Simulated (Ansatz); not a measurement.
Base system: Li in the bcc (W type) structure (space group Im-3m, No. 229; a = 3.434 Å; relaxed with 0.1 eV smearing).

Method: DFT with PBEsol, PAW potentials and a 420 eV plane-wave cutoff in Ansatz (a quantum-chemistry and plane-wave program), no SOC.

Base values:

| Property | Result |
|---|---|
| Pressure | 0.0 GPa |

Modification: every lattice vector is shortened by 0.50 %, atoms relaxed at fixed cell.

Predict the new pressure and energy relative to the base.

The pressure goes from zero to 0.2 GPa; the energy hardly moves.

The cells carry an imposed strain or load. Stability against distortions was not tested.
